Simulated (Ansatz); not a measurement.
Start from CdSe in the wurtzite structure (space group P6_3mc, No. 186; a = 4.3827 Å, c = 7.1545 Å).

It is then changed as follows: cell and atoms relaxed at a pressure of 9 GPa.

Levels (all Ansatz, an electronic-structure program, PAW): PBE (420 eV, no SOC); r2SCAN (500 eV, spin-orbit coupling left out); HSE06 (420 eV, no spin-orbit coupling); PBE+SOC (420 eV, with spin-orbit coupling).

One geometry, relaxed with PBE, under each level:

The valence-band top lists the three highest levels at Γ (Kramers pairs under SOC), from the VBM.

| level | band gap | lowest conduction level above the VBM at special points | valence-band top at Γ | electron mass | hole mass | pressure |
|---|---|---|---|---|---|---|
| PBE | 0.85 eV | Γ 0.85 eV; A 2.54 eV; L 2.94 eV; M 3.32 eV | 0.00, 0.00, -0.09 eV | 0.075 mₑ along c, 0.080 mₑ across (at Γ) | – | 9.00 GPa |
| r2SCAN | 1.36 eV | Γ 1.36 eV; A 3.03 eV; L 3.35 eV; M 3.71 eV | – | 0.10 mₑ along c, 0.11 mₑ across (at Γ) | – | 7.58 GPa |
| HSE06 | [?] | [?] | – | – | – | – |
| PBE+SOC | 0.73 eV | Γ 0.73 eV; A 2.42 eV; L 2.81 eV; M 3.18 eV | 0.00, -0.05, -0.40 eV | 0.073 mₑ along c, 0.077 mₑ across (at Γ) | 1.3 mₑ along c, 0.13 mₑ across (at Γ) | 8.95 GPa |

Q: Give the withheld HSE06 results.

A: 
- HSE06, band gap: 1.82 eV
- HSE06, lowest conduction level above the VBM at special points: Γ 1.82 eV; A 3.54 eV; L 3.86 eV

Single points use the geometry relaxed with PBE. Their cutoffs differ, which shifts pressures a little. The spin-orbit shifts are approximate. Load acts through the strain it causes; cell and atoms are relaxed under it. Masses are band curvatures over ±0.01 Å⁻¹ around the edge. No phonon test of stability was made. Measured, CdSe leaves this structure (for rock salt) near 2.72 GPa (temperature not stated; as listed in Datta, Sujoy, Jana, Debnarayan, arXiv (2020)), on rising pressure, with hysteresis.
